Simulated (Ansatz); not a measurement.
# ZnO, response to strain

The reference is ZnO in the wurtzite structure (space group P6_3mc, No. 186; a = 3.1869 Å, c = 5.1526 Å). Axes: x lies along a and z along c of the hexagonal cell.

Strains are applied to the cell and any free atomic positions relax.

Method: LDA (Ansatz, an electronic-structure program), no spin-orbit coupling.

Notes on the quantities. energy relative to the base: free energy F.

```tsv
uniaxial strain ε_zz (%)	energy relative to the base (meV/atom)
0	0.0
0.6	0.3
1.2	1.2
1.8	2.7
2.4	?
3	7.6
```

Q: Fit ΔE = Aε² + Bε³ (ε in %) to the rows shown and predict the withheld row.

A: Least squares on the printed values gives A = 0.820 and B = 0.0081 meV/atom (largest residual 0.0 meV/atom); this predicts 4.8 meV/atom, and the run gives 4.8 meV/atom, in agreement.

Stability against distortions was not tested.
